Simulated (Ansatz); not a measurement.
YN (Fm-3m), r2SCAN, rigid bands (Ansatz, a quantum-chemistry and plane-wave program): N_c = 1.24e19 cm⁻³ at 300 K and an electron conductivity mass of 0.216 mₑ.

Task: For 1e17 electrons per cm³ at 300 K, place the Fermi level, estimate the Seebeck coefficient of a parabolic band with constant τ, and give mobility and conductivity for τ = 50 fs.

Result: The level lies k_BT ln(N_c/n) = 0.125 eV below the conduction-band minimum. S ≈ −(k_B/e)[ln(N_c/n) + 5/2] = -631 μV/K, against -628 μV/K from the full bands (mean over directions). μ = eτ/m = 407 cm²/(V·s) and σ = neμ = 6.52 S/cm. τ is assumed, not computed.

Band transport and this doping are assumed; polarons and phonon drag are left out. Spin-orbit coupling is left out. Geometry: cell and atoms relaxed with PBEsol.
